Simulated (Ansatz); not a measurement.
The parent structure is BeSe in the zinc blende structure (space group F-43m, No. 216; a = 5.082 Å).

Method: LDA (Ansatz, a program for electronic structure; PAW; 420 eV plane waves; no spin-orbit coupling).

Strains are applied to the cell and any free atomic positions relax.

One change was made to it. Results:

```json
[
 {"quantity": "smallest direct gap", "base": "4.43 eV", "after": "4.21 eV"},
 {"quantity": "width of the top valence band", "base": "3.50 eV", "after": "3.35 eV"},
 {"quantity": "electron mass", "base": "0.83 mₑ along k, 0.26 mₑ across (at X)", "after": "0.85 mₑ along k, 0.26 mₑ across (at X)"}
]
```

Q: Which of these changes matches the shifts?
(A) isotropic strain +2.00 %
(B) isotropic strain +2.50 %
(C) isotropic strain −1.50 %
(D) isotropic strain +0.50 %
(E) isotropic strain +1.00 %

A: E, isotropic strain +1.00 %. For comparison, the electron mass in the other runs: isotropic strain −1.50 % gives 0.83 mₑ along k, 0.25 mₑ across (at X); isotropic strain +0.50 % gives 0.84 mₑ along k, 0.26 mₑ across (at X); isotropic strain +2.00 % gives 0.86 mₑ along k, 0.27 mₑ across (at X); isotropic strain +2.50 % gives 0.87 mₑ along k, 0.27 mₑ across (at X).

Masses are band curvatures over ±0.01 Å⁻¹ around the edge. Along k means along the line from Γ to the band edge. Stability against distortions was not tested.
